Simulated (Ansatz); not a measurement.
The reference is C in the diamond structure (space group Fd-3m, No. 227).

```
CELL_PARAMETERS angstrom
      0.00000     1.76587     1.76587
      1.76587     0.00000     1.76587
      1.76587     1.76587     0.00000
ATOMIC_POSITIONS crystal
  C  0.00000 0.00000 0.00000
  C  0.25000 0.25000 0.25000
```

Cartesian axes are those of the cell as printed.

Calculations: LDA (Ansatz, a program for electronic structure, PAW, no SOC).

Before the change:

| Quantity | Value |
|---|---|
| Valley order | a point along ⟨100⟩, about 1.3 Å⁻¹ from Γ 4.17 eV |
| Smallest direct gap | 5.62 eV |

Modification: the cell is stretched by 2.00 % along z with no lateral relaxation; the atoms relax in the strained cell.

**Question.** Estimate the effect on the valley order and smallest direct gap.

**Answer.** The valley order (the lowest conduction-band minima on the path, energy above the VBM, named in the base's zone) becomes a point along [100], about 1.3 Å⁻¹ from Γ 3.87 eV; a point along [001], about 1.3 Å⁻¹ from Γ 4.34 eV (base: a point along ⟨100⟩, about 1.3 Å⁻¹ from Γ 4.17 eV); the smallest direct gap decreases by 0.235 eV, from 5.62 eV to 5.39 eV.

Whether these cells are dynamically stable was not tested.
